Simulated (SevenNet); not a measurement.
AlB2-type TiB2

Level of theory: the machine-learned potential SevenNet-0 (trained on PBE and PBE+U data).

Cell (relaxed at this level):

```
CELL_PARAMETERS angstrom
      3.03493     0.00000     0.00000
     -1.51747     2.62833     0.00000
      0.00000     0.00000     3.23104
ATOMIC_POSITIONS crystal
  Ti 0.00000 0.00000 0.00000
  B  0.66667 0.33333 0.50000
  B  0.33333 0.66667 0.50000
```

- lattice constant a: 3.035 Å
- lattice parameter c: 3.231 Å

Measured, for comparison: lattice constant a 3.029 Å, lattice parameter c 3.229 Å (293 K, no zero-point or thermal correction; as tabulated in R. G. Munro, J. Res. NIST 105, 709 (2000), Material Properties of Titanium …). Computed (rounded) less measured: lattice constant a +0.2 %, lattice parameter c +0.1 %.

A machine-learned potential is trained on density-functional data: it inherits that level's misses and adds fitting errors of its own.
